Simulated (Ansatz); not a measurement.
Consider ZnS in the zinc blende structure (space group F-43m, No. 216; a = 5.297 Å). Axes: x, y, z lie along the cube axes.

The values are results of Ansatz (a first-principles code) LDA, no spin-orbit coupling, not measurements.

One thing is altered: tensor shear ε_xy = +0.86 % (engineering shear γ = 0.0172), atoms relaxed at fixed cell.

Q: Predict the stress tensor and what it implies for the stiffness.

A: Stress of the strained cell less that of the base (GPa, compression positive):
```
   0.00   -0.90    0.00
  -0.90    0.00    0.00
   0.00    0.00    0.00
```

Then −Δσ/γ with γ = 2ε = 0.0172 gives relaxed-ion elastic constants: C66 ≈ 52 GPa.

Stability against distortions was not tested.
